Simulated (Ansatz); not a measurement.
CF2 on the (100) surface of germanium (p(2x2) alternately buckled dimers; a constructed slab, bottom: dihydride, held), one in a cell of 66 Å², energies for each. Energies are against CF4(g) − F2(g), without zero-point or thermal terms; each row is named by its start (#2, #3: further inequivalent places of a kind). No converged result for: 1 more start.

These are PBE (plane waves to 420 eV, PAW; Ansatz, an electronic-structure program) values and carry that method's errors.

Set-up: 43 atoms, 11.3 Å thick at the start with caps and adatoms under the adsorbate (thin: gaps and levels are the slab's own); mesh 3x3x1; 0.01 eV smearing; dipole correction on; 24 atoms held, the rest relaxed; each run with such symmetry as its start has; no spin, no spin-orbit, no U, no dispersion correction.

A negative adsorption energy means that the adsorbate is more stable on the surface than in its reference. Starts that drift may end in the same place. Heights count from the host atoms within 0.3 Å of the top one.

| starting site | E_ads (eV) | height (Å) | nearest host atom (Å) | bonded to | change of the vacuum step (eV) | lateral drift (Å) |
|---|---|---|---|---|---|---|
| top Ge (the adsorbate rearranged the host) | 6.51 | 1.22 | Ge 1.97 | Ge | -0.01 | 0.6 |
| top Ge #2 | 6.23 | 1.10 | Ge 1.96 | Ge | -0.06 | 1.0 |
| over Ge at depth 1.6 Å | 6.22 | 0.94 | Ge 2.20 | 2 Ge | 0.48 | 0.4 |
| hollow Ge-Ge-Ge-Ge over Ge at depth 3.2 Å | 6.22 | 0.95 | Ge 2.20 | 2 Ge | 0.49 | 1.4 |
| hollow Ge-Ge-Ge over Ge at depth 3.0 Å | 6.01 | 0.96 | Ge 2.06 | 2 Ge | 0.54 | 4.2 |
| bridge Ge-Ge (span 4.1 Å) | 6.22 | 0.93 | Ge 2.20 | 2 Ge | 0.49 | 0.4 |
